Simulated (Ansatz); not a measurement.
Results of HSE06 (Ansatz, a quantum-chemistry and plane-wave program, plane waves, PAW) for TiS2 (C2/m, No. 12, 6 atoms in the cell; start mp-1077263; a measured phase of this formula has another space group).

Run with plane-wave cutoff 460 eV, 8×8×2 k mesh (along the axes of the cell as run), Fermi–Dirac smearing 0.01 eV, no spin polarisation, scalar-relativistic PAW data made under PBE.

Cell (relaxed at this level):

```cif
data_S8Ti4
_chemical_formula_sum 'Ti4 S8'
_space_group_name_H-M_alt 'C2/m'
_space_group_IT_number 12
_space_group_name_Hall '-C 2y'
_cell_length_a 5.90729
_cell_length_b 3.41058
_cell_length_c 17.82764
_cell_angle_alpha 90.000
_cell_angle_beta 97.134
_cell_angle_gamma 90.000
loop_
_atom_site_label
_atom_site_type_symbol
_atom_site_symmetry_multiplicity
_atom_site_Wyckoff_symbol
_atom_site_fract_x
_atom_site_fract_y
_atom_site_fract_z
_atom_site_occupancy
Ti1 Ti 4 i 0.06893 0.50000 0.18389 1
S1 S 4 i 0.06814 0.00000 0.73715 1
S2 S 4 i 0.20602 0.00000 0.10496 1
```
(The calculation used a cell of 6 atoms; values per cell refer to that cell.)

Give the computed band gap and smallest direct gap on the k points sampled.


- band gap: 0.77 eV (on the SCF k mesh) (indirect)
- smallest direct gap on the k points sampled: 1.18 eV

Note: the relaxation could not lower the start's symmetry, so the cell can be a saddle point above a distorted one; the cell has widely spaced layers and the level no dispersion term, so their spacing and the moduli can rest on weak binding.

The computed numbers hold no vibrational or temperature effects.

Cost on a shared machine: very roughly 40 core-minutes.

A start named mp-… is a Materials Project structure, which need not be a measured phase.
